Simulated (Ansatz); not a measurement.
Response to strain in Rh

Start from Rh in the fcc (Cu type) structure (space group Fm-3m, No. 225; relaxed with 0.1 eV smearing).

```cif
data_Rh4
_chemical_formula_sum 'Rh4'
_space_group_name_H-M_alt 'Fm-3m'
_space_group_IT_number 225
_space_group_name_Hall '-F 4 2 3'
_cell_length_a 3.75513
_cell_length_b 3.75513
_cell_length_c 3.75513
_cell_angle_alpha 90.000
_cell_angle_beta 90.000
_cell_angle_gamma 90.000
loop_
_atom_site_label
_atom_site_type_symbol
_atom_site_symmetry_multiplicity
_atom_site_Wyckoff_symbol
_atom_site_fract_x
_atom_site_fract_y
_atom_site_fract_z
_atom_site_occupancy
Rh1 Rh 4 a 0.00000 0.00000 0.00000 1
```
(The calculation used a cell of 1 atom; values per cell refer to that cell.)

Strains are applied to the cell and any free atomic positions relax.

All numbers come from LDA, PAW, 420 eV (Ansatz, a quantum-chemistry and plane-wave program; no spin-orbit coupling).

```csv
case,volume per atom,pressure
base,13.24 Å³,0.0 GPa
isotropic strain −3.00 %,12.08 Å³,[?]
isotropic strain −1.50 %,12.65 Å³,16.0 GPa
isotropic strain −1.00 %,12.84 Å³,10.3 GPa
isotropic strain −0.50 %,13.04 Å³,[?]
isotropic strain +0.50 %,13.44 Å³,[?]
isotropic strain +1.00 %,13.64 Å³,-8.7 GPa
isotropic strain +1.50 %,13.84 Å³,[?]
isotropic strain +2.00 %,14.05 Å³,-16.1 GPa
isotropic strain +3.00 %,14.47 Å³,-22.3 GPa
```

### Question
Fill in the withheld entries from the trend.

### Answer

- isotropic strain −3.00 %, pressure: 36.3 GPa
- isotropic strain −0.50 %, pressure: 4.9 GPa
- isotropic strain +0.50 %, pressure: -4.5 GPa
- isotropic strain +1.50 %, pressure: -12.6 GPa

Whether these cells are dynamically stable was not tested. All final runs are without spin polarisation. Rh lies near a magnetic instability that expansion can trigger; it was not tested.
